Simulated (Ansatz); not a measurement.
The starting structures come from a database of crystals and need not be the phases stable at ambient conditions.

 Where the default PAW files enter, the runs use the earlier of Ansatz's two default sets.

The decay constant κ of evanescent states in the gap governs leakage through a thin film.

Data:

```
CELL_PARAMETERS angstrom
      4.92779     0.00000     0.00000
      0.00000     8.54838     0.00000
      0.00000     0.00000     6.41438
ATOMIC_POSITIONS crystal
  Li 0.00000 0.00000 0.50000
  Li 0.50000 0.00000 0.00000
  Li 0.50000 0.50000 0.00000
  Li 0.00000 0.50000 0.50000
  Ta 0.53779 0.25000 0.68717
  Ta 0.46221 0.75000 0.31283
  Ta 0.03779 0.75000 0.81283
  Ta 0.96221 0.25000 0.18717
  O  0.68792 0.25000 0.96594
  O  0.31208 0.75000 0.03406
  O  0.18792 0.75000 0.53406
  O  0.81208 0.25000 0.46594
  O  0.18197 0.08047 0.18205
  O  0.81803 0.91953 0.81795
  O  0.68197 0.91953 0.31795
  O  0.31803 0.08047 0.68205
  O  0.31803 0.41953 0.68205
  O  0.68197 0.58047 0.31795
  O  0.81803 0.58047 0.81795
  O  0.18197 0.41953 0.18205
```

Space group of this cell: Pnma. The cell is taken as given; by PBEsol its mean pressure is -5.3 GPa.

Transport runs along the normal of the first two printed cell vectors.

No gap correction and no spin-orbit coupling; mid-gap values are interpolated between computed energies.

Task: Predict the band gap and the smallest decay constant κ at mid-gap from PBEsol (Ansatz, an electronic-structure program).

Result: Gap 3.48 eV on a 6×4×6 mesh; κ = 0.380 1/Å, at the zone centre.
